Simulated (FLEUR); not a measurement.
Checking a run of FLEUR on VS (P6_3/mmc, 4 atoms in the cell). The aim is a self-consistent single point with DFT, PBEsol, all-electron FLAPW (FLEUR), scalar-relativistic valence.

Input as run:

```xml
# input of inpgen
VS FLAPW
&input film=f /
5.8204038223 -0.0000004992 0.0000000000
-2.9102014789 5.0406178200 0.0000000000
0.0000000000 0.0000000000 11.9074024168
1.0
1.0 1.0 1.0

4
23 0.6666666667 0.3333333333 0.7500000000 : 2.00
23 0.3333333333 0.6666666667 0.2500000000 : 2.00
16 0.0000000000 0.0000000000 0.5000000000 : 0.00
16 0.0000000000 0.0000000000 -0.0000000000 : 0.00

&comp jspins=2 /
&exco xctyp='PBEs' /
&kpt div1=6 div2=6 div3=3 gamma=t /
&end /
# inp.xml
<?xml version="1.0" encoding="UTF-8" standalone="no"?>
<fleurInput fleurInputVersion="0.39">
   <comment>
      VS FLAPW                                                                                            
   </comment>
   <calculationSetup>
      <cutoffs Kmax="4.0" Gmax="16.0" GmaxXC="16.0" numbands="0"/>
      <scfLoop itmax="80" minDistance="5.0" maxIterBroyd="25" imix="Anderson" alpha="0.05" precondParam="0.0" spinf="2.0"/>
      <coreElectrons ctail="T" frcor="F" kcrel="0" coretail_lmax="0"/>
      <xcFunctional name="PBEs" relativisticCorrections="F"/>
      <magnetism jspins="2"/>
      <soc l_soc="F" theta="0.0" phi="0.0" spav="F"/>
      <expertModes spex="0" secvar="F"/>
      <geometryOptimization l_f="F" forcealpha="1.0" forcemix="BFGS" epsdisp="0.00001" epsforce="0.00001"/>
      <ldaU l_linMix="F" mixParam="0.05" spinf="1.0"/>
   </calculationSetup>
   <cell>
      <bzIntegration valenceElectrons="38.0" mode="gauss" fermiSmearingEnergy="0.00999582">
         <kPointListSelection listName="default-1"/>
         <!-- k-points included here -->
         <xi:include xmlns:xi="http://www.w3.org/2001/XInclude" href="kpts.xml"> </xi:include>
      </bzIntegration>
      <!-- symmetry operations included here -->
      <xi:include xmlns:xi="http://www.w3.org/2001/XInclude" href="sym.xml"> </xi:include>
      <bulkLattice scale="1.0">
         <bravaisMatrix>
            <row-1>    5.8204038223000003    -0.0000004992000000     0.0000000000000000</row-1>
            <row-2>   -2.9102014788999999     5.0406178199999996     0.0000000000000000</row-2>
            <row-3>    0.0000000000000000     0.0000000000000000    11.9074024168000001</row-3>
         </bravaisMatrix>
      </bulkLattice>
   </cell>
   <atomSpecies>
      <species name="Vanadium (2.000" element="V" atomicNumber="23">
         <mtSphere radius="2.49" gridPoints="877" logIncrement="0.014"/>
         <atomicCutoffs lmax="10" lnonsphr="8"/>
         <electronConfig flipSpins="F">
            <coreConfig>(1s1/2) (2s1/2) (2p1/2) (2p3/2)</coreConfig>
            <valenceConfig>(3s1/2) (3p1/2) (3p3/2) (4s1/2) (3d3/2) (3d5/2)</valenceConfig>
            <stateOccupation state="(3d3/2)" spinUp="0.7" spinDown="0.5"/>
            <stateOccupation state="(3d5/2)" spinUp="1.8" spinDown="0.0"/>
         </electronConfig>
         <energyParameters s="4" p="4" d="3" f="4"/>
         <lo type="SCLO" l="0" n="3" eDeriv="0"/>
         <lo type="SCLO" l="1" n="3" eDeriv="0"/>
      </species>
      <species name="Sulfur (S)" element="S" atomicNumber="16">
         <mtSphere radius="1.62" gridPoints="573" logIncrement="0.02"/>
         <atomicCutoffs lmax="6" lnonsphr="4"/>
         <electronConfig flipSpins="F">
            <coreConfig>(1s1/2) (2s1/2) (2p1/2) (2p3/2)</coreConfig>
            <valenceConfig>(3s1/2) (3p1/2) (3p3/2)</valenceConfig>
            <stateOccupation state="(3p1/2)" spinUp="0.6666666667" spinDown="0.6666666667"/>
            <stateOccupation state="(3p3/2)" spinUp="1.333333333" spinDown="1.333333333"/>
         </electronConfig>
         <energyParameters s="3" p="3" d="3" f="4"/>
      </species>
   </atomSpecies>
   <atomGroups>
      <atomGroup species="Vanadium (2.000">
         <relPos label="                   1">-1.000/3.000 1.000/3.000 -1.000/4.000</relPos>
         <relPos label="                   2">1.000/3.000 -1.000/3.000 1.000/4.000</relPos>
         <force calculate="T" relaxXYZ="TTT"/>
      </atomGroup>
      <atomGroup species="Sulfur (S)">
         <relPos label="                   3">.0000000000 .0000000000 1.000/2.000</relPos>
         <relPos label="                   4">.0000000000 .0000000000 .0000000000</relPos>
         <force calculate="T" relaxXYZ="TTT"/>
      </atomGroup>
   </atomGroups>
   <output dos="F" band="F" slice="F">
      <checks vchk="F" cdinf="F"/>
      <bandDOS minEnergy="-.5*Htr" maxEnergy="0.5*Htr" sigma="0.015" storeEVData="T"/>
      <vacuumDOS vacdos="F" integ="F" star="F" nstars="0" locx1="0.0" locy1="0.0" locx2="0.0" locy2="0.0" nstm="0" tworkf="0.0"/>
      <unfoldingBand unfoldBand="F" supercellX="1" supercellY="1" supercellZ="1"/>
      <plotting iplot="0" polar="F">
         <plot TwoD="T" vec1="  1.0  0.0  0.0" vec2="  0.0  1.0  0.0" vec3="  0.0  0.0  1.0" zero="  0.0  0.0  0.0" file="plot"/>
      </plotting>
      <chargeDensitySlicing numkpt="0" minEigenval="0.0" maxEigenval="0.0" nnne="0" pallst="F"/>
      <specialOutput eonly="F"/>
      <magneticCircularDichroism mcd="F" energyLo="-10.0" energyUp="0.0"/>
   </output>
  <!-- We include the file relax.xml here to enable relaxations (see documentation) -->
  <xi:include xmlns:xi="http://www.w3.org/2001/XInclude" href="relax.xml"> <xi:fallback/> </xi:include>
</fleurInput>
```

Output, abridged:

```
      Welcome to FLEUR        (www.flapw.de)
      MaX-Release 8.1          (www.max-centre.eu)

 ========== k-point set info ==========
 Selected k-point list: default-1
 k-point list type: mesh
 6 x 6 x 3
 Number of k points: 14

 ------------Calculation Setup---------------------------
           1           2           7          14
 Number of basis functions:          413
 Iteration:     1   Distance:       9.61637221 me/bohr^3
 Iteration:     2   Distance:       9.11973700 me/bohr^3
 Iteration:     3   Distance:       5.29465391 me/bohr^3
 Iteration:     4   Distance:       4.30489094 me/bohr^3
 Run finished successfully
 Stop message:
   all done

[file out, last iteration]
             iter=      4
[...]
          total density-effective poten   -4.2552565764E+03
          total charge density-energy d   -1.3910128634E+02
 Updated energy parameters for spin:           1
 Updated energy parameters for spin:           2
[...]
 fermi energy and band-weighting factors:

[...]
FERMIE:
          first approx. to ef    (T=0)  :   0.458975 htr   (energy of the highest occ. eigenvalue)
          number of occ. states  (T=0)  :        534
          first approx. to seigv (T=0)  : -13.642518 htr
          sum of weights of occ. states :  38.074074
          sum of semicore charge        :   0.000000 e
          fermi energy=   0.45858 har   work function= -12.47851 ev
   [... lines left out ...]
          total moment                 =     2.33498
 Direct bandgap for spin            1 :    8.9182835311906739E-003  Htr
 Direct bandgap for spin            2 :    1.6639720297356553E-002  Htr
 ---->    free energy=                     -2693.8775374295 htr
   [... lines left out ...]
---->    distance of charge densities for spin  2                 it=    4:     2.566872 me/bohr**3
---->    distance of charge densities for it=    4:     1.364751 me/bohr**3
---->    distance of spin densities for it=    4:     4.304891 me/bohr**3
GENERALIZED ANDERSON MIXING: alpha=   0.05000 History-length=3
     ******* it=  4  is completed********
```

Task: Can these results be used? Check the input.

Result: The run is not sound. The fault is a convergence threshold that is too loose. A loop that stops early leaves an energy error of second order in the density error, but errors of first order in forces and stress. To fix it, tighten the threshold. The run converged in 4 iterations without an error; against the sound input the total energy goes up by 13.8 meV/atom and the size of the net moment goes from 0.26 to 0.58 μB/atom.

The sound input it was made from differs as follows (other fixes are possible):
```diff
-      <scfLoop itmax="80" minDistance="5.0" maxIterBroyd="25" imix="Anderson" alpha="0.05" precondParam="0.0" spinf="2.0"/>
+      <scfLoop itmax="80" minDistance="0.00001" maxIterBroyd="25" imix="Anderson" alpha="0.05" precondParam="0.0" spinf="2.0"/>
-      <geometryOptimization l_f="F" forcealpha="1.0" forcemix="BFGS" epsdisp="0.00001" epsforce="0.00001"/>
+      <geometryOptimization l_f="T" forcealpha="1.0" forcemix="BFGS" epsdisp="0.00001" epsforce="0.00001"/>
```

With that input, the run converged in 36 iterations: total energy -73304.1974 eV; Fermi level (on the code's own zero) 12.59 eV; size of the cell's spin moment 1.02 μB; site moments (μB, in the program's spheres or projections) V 0.49, V 0.49, S -0.01, S -0.01 (DFT, PBEsol, all-electron FLAPW (FLEUR), scalar-relativistic valence).

On the sound input: the starting cell comes from a database of computed structures (which also holds hypothetical and non-ambient phases and stackings), without a prior relaxation at this level. Its lattice was rescaled by a random factor within 2.5 % of one. The moments shrank to a small part of their start, a low-spin state that need not be the lowest. Values depend on the basis (sphere radii, cutoffs, local orbitals), which need not be converged. The log's line on a gap gives a spacing of levels on this mesh, which the program prints for metals too.
